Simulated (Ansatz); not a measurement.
SnC (model structure, started from the zincblende type, F-43m, No. 216, 2 atoms in the cell), treated with PBE+SOC (Ansatz, a quantum-chemistry and plane-wave program, plane waves, PAW).

Settings: plane-wave cutoff 520 eV, 12×12×12 k mesh, Fermi–Dirac smearing 0.01 eV, PAW data made under PBE.

Cell (relaxed with PBEsol):

```
CELL_PARAMETERS angstrom
      0.00000     2.51701     2.51701
      2.51701     0.00000     2.51701
      2.51701     2.51701     0.00000
ATOMIC_POSITIONS crystal
  C  0.75000 0.75000 0.75000
  Sn 0.00000 0.00000 0.00000
```

Q: Give the computed band gap.

A: 
band gap: 0.79 eV (direct)

Note: the relaxation could raise the start's symmetry but not lower it, so the cell can be a saddle point; cell and atoms aren't relaxed at this level (pressure 4.1 GPa).

The computed numbers hold no vibrational or temperature effects.

It cost around 40 core-seconds (rough) of CPU time.

A model structure was made by putting elements into a prototype or built by hand; it is no filed structure, need not be a known phase, and can be a saddle point held by its symmetry.
